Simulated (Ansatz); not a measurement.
The reference is GaAs in the zinc blende structure (space group F-43m, No. 216; a = 5.666 Å). Axes: x, y, z lie along the cube axes.

Levels (all Ansatz, a quantum-chemistry and plane-wave program, PAW, earlier PAW set): r2SCAN (500 eV, scalar-relativistic without spin-orbit coupling); HSE06 (420 eV, scalar-relativistic without spin-orbit coupling).

Its gap is 0.97 eV with r2SCAN and 1.37 eV with HSE06.

It is then changed as follows: uniaxial stress, 8 GPa tension along z, with the cell and atoms free to relax against it.

With r2SCAN the gap becomes 0.33 eV.

**Question.** If the HSE06 correction stayed the same, what would the HSE06 gap be, and what does the HSE06 run give?

**Answer.** A rigid correction of +0.40 eV gives 0.73 eV. The HSE06 run gives 0.70 eV, so the two effects roughly add.

Single points use the geometry relaxed with r2SCAN. Load acts through the strain it causes; cell and atoms are relaxed under it. Beyond what the load breaks, stability against distortions was not tested.
